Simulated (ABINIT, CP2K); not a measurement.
A CP2K input for a self-consistent single point of PNO (I2_12_12_1, 6 atoms in the cell) (DFT PBEsol, GPW, DZVP-MOLOPT-SR-GTH basis, GTH-PBE potentials (GTH_POTENTIALS)):

```
&GLOBAL
  PROJECT scf
  RUN_TYPE ENERGY_FORCE
  PRINT_LEVEL LOW
&END GLOBAL
&FORCE_EVAL
  METHOD Quickstep
  STRESS_TENSOR ANALYTICAL
  &DFT
    BASIS_SET_FILE_NAME BASIS_MOLOPT
    POTENTIAL_FILE_NAME GTH_POTENTIALS
    &QS
      METHOD GPW
      EPS_DEFAULT 1E-10
    &END QS
    &MGRID
      CUTOFF 450
      REL_CUTOFF 50
      NGRIDS 5
    &END MGRID
    &SCF
      SCF_GUESS ATOMIC
      EPS_SCF 1E-6
      MAX_SCF 100
      ADDED_MOS 6
      &DIAGONALIZATION
        ALGORITHM STANDARD
      &END DIAGONALIZATION
      &MIXING
        METHOD BROYDEN_MIXING
        ALPHA 0.4
        NBUFFER 12
      &END MIXING
    &END SCF
    &KPOINTS
      SCHEME MONKHORST-PACK 5 5 5
    &END KPOINTS
    &XC
      &XC_FUNCTIONAL
        &PBE
          PARAMETRIZATION PBESOL
        &END PBE
      &END XC_FUNCTIONAL
    &END XC
    &PRINT
      &MO
        EIGENVALUES T
        OCCUPATION_NUMBERS T
        NDIGITS 8
        FILENAME mo
        &EACH
          QS_SCF 0
        &END EACH
        ADD_LAST NUMERIC
      &END MO
      &MULLIKEN OFF
      &END MULLIKEN
    &END PRINT
  &END DFT
  &SUBSYS
    &CELL
      ABC 4.78704100 4.78704152 4.78704136
      ALPHA_BETA_GAMMA 124.63874003 120.13692230 85.95911088
      PERIODIC XYZ
    &END CELL
    &COORD
      P        1.41189059     2.19212288     2.44138875
      P        3.87125241     2.41263962     0.81379625
      N        3.54981514     3.89628570     0.46236648
      N        0.54151786     1.98745130     1.16522602
      O        2.93447073     1.98806048     2.02758963
      O        0.97829427    -1.04984298     2.85518787
    &END COORD
    &KIND P
      BASIS_SET DZVP-MOLOPT-SR-GTH-q5
      POTENTIAL GTH-PBE-q5
    &END KIND
    &KIND N
      BASIS_SET DZVP-MOLOPT-SR-GTH-q5
      POTENTIAL GTH-PBE-q5
    &END KIND
    &KIND O
      BASIS_SET DZVP-MOLOPT-SR-GTH-q6
      POTENTIAL GTH-PBE-q6
    &END KIND
  &END SUBSYS
  &PRINT
    &FORCES ON
    &END FORCES
    &STRESS_TENSOR ON
    &END STRESS_TENSOR
  &END PRINT
&END FORCE_EVAL
```

Problem. Write the same calculation as an input for ABINIT.

Solution. This is the input that was run; spellings and numerical settings could be chosen otherwise.

```
# PNO, PseudoDojo nc-sr-04 PBEsol standard
pp_dirpath "./"
pseudos "P.upf, N.upf, O.upf"
acell 3*1.0
rprim
        -4.2023446101    4.5137336809    6.6181704878
         4.2023446101   -4.5137336809    6.6181704878
         4.2023446101    4.5137336809   -6.6181704878
natom 6
ntypat 3
znucl 15 7 8
typat 1 1 2 2 3 3
xcart
         4.2023446101    2.2568668404    4.7760689142
         0.0000000000    2.2568668404    8.4602720613
         1.1938020568   -0.0000000000    9.9272557317
         3.0085425532    0.0000000000    3.3090852439
         2.1011723050    3.3661620298    6.6181704878
         2.1011723050    5.6613053319   -0.0000000000
ecut 84 Ry
ixc -116133
occopt 1
nband 20
kptopt 1
ngkpt 5 5 5
nshiftk 1
shiftk 0 0 0
nstep 50
toldfe 1.0e-09
diemac 9
prtwf 0
prtden 0
enunit 1
```

Basis settings and potentials, where a program has them, do not carry over. This input uses DFT, PBEsol, plane waves, norm-conserving pseudopotentials (PseudoDojo nc-sr-04 PBEsol standard).

The starting cell comes from a database of computed structures (which also holds hypothetical and non-ambient phases and stackings), without a prior relaxation at this level.
